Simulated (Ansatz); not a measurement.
**SiO2 with two functionals, pressure 15 GPa**

Take SiO₂ (space group P3_221, No. 154; a = 5.020 Å, c = 5.509 Å) as the base.

(Cell as relaxed with PBE.)

Levels (all Ansatz, an electronic-structure program, PAW, earlier PAW set): PBE (420 eV, no spin-orbit coupling); r2SCAN (500 eV, scalar-relativistic without spin-orbit coupling).

Each level relaxes its own structure.

```json
[
 {"base": "volume per atom", "PBE": "13.36 Å³", "r2SCAN": "12.62 Å³"},
 {"base": "lattice parameter a", "PBE": "5.020 Å", "r2SCAN": "4.920 Å"}
]
```

Perturbation: cell and atoms relaxed at a pressure of 15 GPa.

```tsv
quantity	PBE	r2SCAN
lattice parameter a	4.557 Å	4.512 Å
c/a ratio	1.144	1.146
```

PBE's lattice parameter a lies 0.045 Å above r2SCAN's (1.0 %). Neither level is exact; r2SCAN is the comparison here, not a measurement.

Load acts through the strain it causes; cell and atoms are relaxed under it. No phonon test of stability was made. No other phases were tried under pressure.
